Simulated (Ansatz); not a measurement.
Ta, element substitutions

Start from Ta in the bcc (W type) structure (space group Im-3m, No. 229; a = 3.282 Å).

Each row replaces one element on all its sites; cell and atoms are relaxed.

Level of theory: Kohn–Sham DFT with the PBEsol functional, run in Ansatz (a quantum-chemistry and plane-wave program) with PAW and 420 eV plane waves, scalar-relativistic without spin-orbit coupling, earlier PAW set.

Candidates:
(a) Ta → Lu
(b) Ta → Hf
(c) Ta → W

Base values:

Lattice parameter a: 6.202 bohr

Q: Order them by lattice parameter a, lowest first.

A: (c) Ta → W (5.961 bohr), (b) Ta → Hf (6.595 bohr), (a) Ta → Lu (7.219 bohr)

Stability against distortions was not tested. For Lu in this form, whether it has been made was not checked. The final runs are not spin-polarised. This is not the structure that Lu has at room temperature and ambient pressure. This is not the structure that Hf has at room temperature and ambient pressure.
